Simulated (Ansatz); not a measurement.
System: rutile MgH2. Method: PBE0 (PAW; Ansatz, an electronic-structure program).

Numerical settings: plane-wave cutoff 460 eV, 6×6×8 k mesh (along the axes of the cell as run), Fermi–Dirac smearing 0.01 eV, scalar-relativistic PAW data made under PBE.

Cell (measured lattice):

```cif
data_H4Mg2
_chemical_formula_sum 'Mg2 H4'
_space_group_name_H-M_alt 'P 1'
_space_group_IT_number 1
_cell_length_a 4.50100
_cell_length_b 4.50100
_cell_length_c 3.01000
_cell_angle_alpha 90.000
_cell_angle_beta 90.000
_cell_angle_gamma 90.000
loop_
_space_group_symop_operation_xyz
  'x, y, z'
loop_
_atom_site_label
_atom_site_type_symbol
_atom_site_fract_x
_atom_site_fract_y
_atom_site_fract_z
_atom_site_occupancy
Mg1 Mg 0.00000 0.00000 0.00000 1
Mg2 Mg 0.50000 0.50000 0.50000 1
H1 H 0.30600 0.30600 0.00000 1
H2 H 0.80600 0.19400 0.50000 1
H3 H 0.19400 0.80600 0.50000 1
H4 H 0.69400 0.69400 0.00000 1
```

Q: Predict the band gap, smallest direct gap on the k points sampled and direct gap at Γ.

A: 
- band gap: 5.56 eV (indirect)
- smallest direct gap on the k points sampled: 6.47 eV
- direct gap at Γ: 6.94 eV

Note: cell and atoms aren't relaxed at this level (largest force component 0.04 eV/Å, pressure -0.5 GPa).

Cost on a shared machine: roughly 5 core-minutes.
